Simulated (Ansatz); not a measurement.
The parent structure is Ag₂O (space group Pn-3m, No. 224).

```
CELL_PARAMETERS angstrom
      4.81239     0.00000     0.00000
      0.00000     4.81239     0.00000
      0.00000     0.00000     4.81239
ATOMIC_POSITIONS crystal
  Ag 0.75000 0.25000 0.75000
  Ag 0.25000 0.75000 0.75000
  Ag 0.75000 0.75000 0.25000
  Ag 0.25000 0.25000 0.25000
  O  0.00000 0.00000 0.00000
  O  0.50000 0.50000 0.50000
```

Method: Ansatz (an electronic-structure program), PBE, PAW, cutoff 420 eV, no spin-orbit coupling.

Strains are applied to the cell and any free atomic positions relax.

One change was made to it. Results:

| quantity | base | after |
|---|---|---|
| band gap | zero | zero |
| pressure | 0.0 GPa | -2.3 GPa |
| energy relative to the base (free energy F) | 0 meV/atom | +5.0 meV/atom |

Q: Which of these changes matches the shifts?
(A) isotropic strain +1.80 %
(B) isotropic strain +0.60 %
(C) isotropic strain +1.20 %
(D) isotropic strain +2.40 %

A: C, isotropic strain +1.20 %. For comparison, the energy relative to the base in the other runs: isotropic strain +0.60 % gives +1.3 meV/atom; isotropic strain +1.80 % gives +11 meV/atom; isotropic strain +2.40 % gives +19 meV/atom.

A case with no gap was solved on a k-mesh chosen for an insulator, which is coarse for it. No phonon test of stability was made. No Hubbard U is applied, and correlation can decide whether such a compound is a metal. The final runs are not spin-polarised. The zero or small gap of Ag2O can change with the level of theory.
